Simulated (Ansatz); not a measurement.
Take Cu in the fcc (Cu type) structure (space group Fm-3m, No. 225; relaxed with 0.1 eV smearing) as the base.

```yaml
crystal:
  lattice:
    - [0.00000, 1.78189, 1.78189]
    - [1.78189, 0.00000, 1.78189]
    - [1.78189, 1.78189, 0.00000]
  atoms:
    - { symbol: Cu, position: [0.00000, 0.00000, 0.00000] }
```

Cartesian axes are those of the cell as printed.

Level of theory: Kohn–Sham DFT with the PBEsol functional, run in Ansatz (an electronic-structure program) with PAW and 420 eV plane waves, no spin-orbit coupling.

The change: a pure shear with ε_xy = ε_yx = 0.0200; the atoms relax in the strained cell.

Predict the stress tensor and what it implies for the stiffness.

Stress of the strained cell less that of the base (GPa, compression positive):
```
    0.5    -3.8     0.0
   -3.8     0.5     0.0
    0.0     0.0    -0.1
```

Then −Δσ/γ with γ = 2ε = 0.0400 gives secant stiffness values (nonlinear terms included at this strain): C66 ≈ 94 GPa.

As a check, the harmonic strain energy −½ V₀ Δσ:ε is 5.3 meV/atom; the computed energy rise is 5.4 meV/atom.

Whether these cells are dynamically stable was not tested. All final runs are without spin polarisation.
